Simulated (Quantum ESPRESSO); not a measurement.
# Several settings converged on MnRh (Pm-3m, 2 atoms in the cell)

```
MnRh
1.0
    3.03657     0.00000     0.00000
    0.00000     3.03657     0.00000
    0.00000     0.00000     3.03657
Mn Rh
1 1
Direct
  0.00000   0.00000   0.00000
  0.50000   0.50000   0.50000
```
Moments meant for the start (each program seeds them in its own way; μB, in the order of the atoms Mn Rh): 4.0 1.0.

Base method: LDA (PZ), GBRV 1.5 ultrasoft (LDA) pseudopotentials (plane waves; Quantum ESPRESSO 7.5).

Base settings: ecutwfc = 50 Ry; ecutrho = 400 Ry; occupations = smearing; smearing = gauss; degauss = 0.0073499 Ry; nspin = 2; potentials = {Mn: mn_lda_v1.5.uspp.F.UPF, Rh: rh_lda_v1.4.uspp.F.UPF}; K_POINTS = automatic 5 5 5 0 0 0; conv_thr = 1e-09 Ry; mixing_beta = 0.3.

**Zone-centre phonons against the cutoff**

In this ladder: ph.x.tr2_ph = 1e-14; ph.x.fildyn = dyn.G; dynmat.x.fildyn = dyn.G; dynmat.x.asr = simple. Moved along: ecutrho.

The mesh stays at the base's, so the ladder's end is converged at best in this setting alone.

Frequencies are those of the unrelaxed cell, without the LO-TO term of polar crystals.

Only quantities that move along the ladder and can be compared are tabulated.

These are the values that this program gave, and no reference: phonons of magnets with augmentation charges are unreliable in this version.

| ecutwfc | highest zone-centre frequency (cm⁻¹) |
|---|---|
| 25 Ry | 101.8 |
| 30 Ry | 184.4 |
| 35 Ry | 188.3 |
| 42 Ry | 186.1 |
| 50 Ry | 186.6 |
| 60 Ry | 186.5 |
| 75 Ry | 186.5 |

Coarsest ecutwfc that holds the highest zone-centre frequency within 10 cm⁻¹ of the last step, with all finer ones: 30 Ry; the step before is off by 85 cm⁻¹.

**Zone-centre phonons against the mesh**

In this ladder: ph.x.tr2_ph = 1e-14; ph.x.fildyn = dyn.G; dynmat.x.fildyn = dyn.G; dynmat.x.asr = simple.

Frequencies are those of the unrelaxed cell, without the LO-TO term of polar crystals.

Only quantities that move along the ladder and can be compared are tabulated.

These are the values that this program gave, and no reference: phonons of magnets with augmentation charges are unreliable in this version.

| K_POINTS | highest zone-centre frequency (cm⁻¹) |
|---|---|
| automatic 3 3 3 0 0 0 | 192.7 |
| automatic 7 7 7 0 0 0 | 191.5 |
| automatic 10 10 10 0 0 0 | 203.8 |
| automatic 13 13 13 0 0 0 | 199.6 |

Coarsest K_POINTS that holds the highest zone-centre frequency within 5 cm⁻¹: not settled: the last two steps still differ by 4.2 cm⁻¹, over half the tolerance, so the ladder does not show it.

On the base run: the starting cell comes from a database of computed structures (which also holds hypothetical and non-ambient phases and stackings), without a prior relaxation at this level. Its lattice was rescaled by up to half a per cent. The magnetic order is the one reached from the typed start; others were not searched systematically. In the base run, with a pressure of about -16 GPa the cell is away from its equilibrium volume at this level. Without a gap this mesh is coarse (it stands for a supercell whose shortest vector is 15 Å).
